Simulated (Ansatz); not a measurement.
SrZrO3 (Imma, No. 74, 10 atoms in the cell; start mp-1080575; a measured phase of this formula has another space group) was calculated with LDA (Ansatz, an electronic-structure program, PAW).

Settings: plane-wave cutoff 520 eV, 8×8×8 k mesh, Fermi–Dirac smearing 0.01 eV, scalar-relativistic PAW data made under PBE.

Cell (relaxed at this level):

SrZrO3 is taken in the orthorhombic space group Imma (No. 74), Pearson symbol oI20. Conventional cell: a = 5.7394 Å, b = 8.0595 Å, c = 5.7694 Å, α = 90.00°, β = 90.00°, γ = 90.00°. Sr on 4e is coordinated by 5 O at 2.448–2.561 Å and 2 O at 2.928 Å and 5 O at 3.188–3.321 Å. Zr on 4a is surrounded by 6 O at 2.073–2.078 Å (octahedral). O1 on 4e is coordinated by 2 Zr at 2.078 Å and 1 Sr at 2.448 Å and 2 Sr at 2.928 Å and 1 Sr at 3.321 Å. O2 on 8g is coordinated by 2 Zr at 2.073 Å and 2 Sr at 2.561 Å and 2 Sr at 3.188 Å. (Neighbours: up to the widest gap in distance over summed covalent radii, below 1.35, at either atom; cation-cation and far metal-metal contacts left out.)
(The calculation used a cell of 10 atoms; values per cell refer to that cell.)

**Question.** Predict the band gap.

**Answer.** 
band gap: 3.63 eV (on the SCF k mesh)

Note: the relaxation could not lower the start's symmetry, so the cell can be a saddle point above a distorted one.

Spin–orbit coupling is not included.

The computed numbers hold no vibrational or temperature effects.

A start named mp-… is a Materials Project structure, which need not be a measured phase.
